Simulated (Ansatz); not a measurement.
**What pressure −1 GPa does to MoP**

Start from MoP (space group P-6m2, No. 187; a = 3.241 Å, c = 3.195 Å).

One thing is altered: a negative pressure, −1 GPa.

Calculations: PBE (Ansatz, a first-principles code; PAW; 420 eV plane waves; scalar-relativistic without spin-orbit coupling). Settings: 16×16×15 k-points, 0.05 eV Fermi–Dirac smearing.

```tsv
quantity	base	changed	shift
volume per atom	14.53 Å³	14.60 Å³	+0.07 Å³
density	7.25 g/cm³	7.22 g/cm³	-0.03 g/cm³
lattice parameter a	3.241 Å	3.248 Å	+0.007 Å
shortest interatomic distance	2.460 Å	2.464 Å	+0.004 Å
band gap	zero	zero	–
```

Cost of the whole job for the changed cell (relaxation, final SCF and bands): very roughly 50 core-seconds.

Load acts through the strain it causes; cell and atoms are relaxed under it. No phonon test of stability was made. The final runs are not spin-polarised. An odd electron count without spin: MoP.
